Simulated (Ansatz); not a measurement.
The starting structures come from a database of crystals and need not be the phases stable at ambient conditions.

 Where the default PAW files enter, the runs use the earlier of Ansatz's two default sets.

**Evanescent states of Si(CN2)2 (Pn-3m, not sure to be the ambient phase, 14 atoms a cell, 21.3 Å³ an atom, -3 GPa at this level) along the normal of (001)**

All values below come from r2SCAN (plane waves, PAW; Ansatz, a first-principles code).

The gap is the functional's own. No spin-orbit coupling. Mid-gap values are interpolated on the energy grid.

Energies count from the valence-band top; κ is the least over a 6×6 mesh across the current.

| E (eV) | κ (1/Å) | where |
|---|---|---|
| 0.11 | 0.151 | Γ |
| 0.33 | 0.252 | Γ |
| 0.55 | 0.315 | Γ |
| 0.77 | 0.360 | Γ |
| 0.99 | 0.395 | Γ |
| 1.21 | 0.420 | off Γ |
| 1.43 | 0.436 | off Γ |
| 1.65 | 0.448 | off Γ |
| 1.87 | 0.456 | off Γ |
| 2.09 | 0.460 | off Γ |
| 2.31 | 0.461 | off Γ |
| 2.53 | 0.458 | off Γ |
| 2.75 | 0.452 | off Γ |
| 2.97 | 0.442 | off Γ |
| 3.19 | 0.429 | off Γ |
| 3.41 | 0.412 | off Γ |
| 3.63 | 0.390 | off Γ |
| 3.85 | 0.363 | off Γ |
| 4.07 | 0.329 | off Γ |
| 4.29 | 0.285 | off Γ |
| 4.51 | 0.224 | off Γ |
| 4.73 | 0.082 | off Γ |

Problem. How thick must the barrier be to attenuate the transmission by 10^6 when the electrodes' Fermi level lies at 2.97 eV, and what attenuation does that film give at 4.73 eV?

Solution. d = 6 ln 10 / (2 × 0.442) = 15.6 Å. At 4.73 eV it gives 6 × 0.082/0.442 = 1.1 decades.
